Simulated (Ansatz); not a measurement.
The parent structure is Mo in the bcc (W type) structure (space group Im-3m, No. 229; a = 3.130 Å; relaxed with 0.1 eV smearing).

The values are results of PBEsol, PAW, 420 eV (Ansatz, a program for electronic structure; no spin-orbit coupling), not measurements.

Strains are applied to the cell and any free atomic positions relax.

One change was made to it. Results:

| quantity | base | after |
|---|---|---|
| pressure | 0.0 GPa | 24.8 GPa |
| energy relative to the base (free energy F) | 0 meV/atom | +82 meV/atom |

Which change produced these results?
A) isotropic strain −1.00 %
B) isotropic strain −2.50 %
C) isotropic strain +2.50 %

B, isotropic strain −2.50 %. For comparison, the energy relative to the base in the other runs: isotropic strain −1.00 % gives +12 meV/atom; isotropic strain +2.50 % gives +70 meV/atom.

Whether these cells are dynamically stable was not tested. All final runs are without spin polarisation.
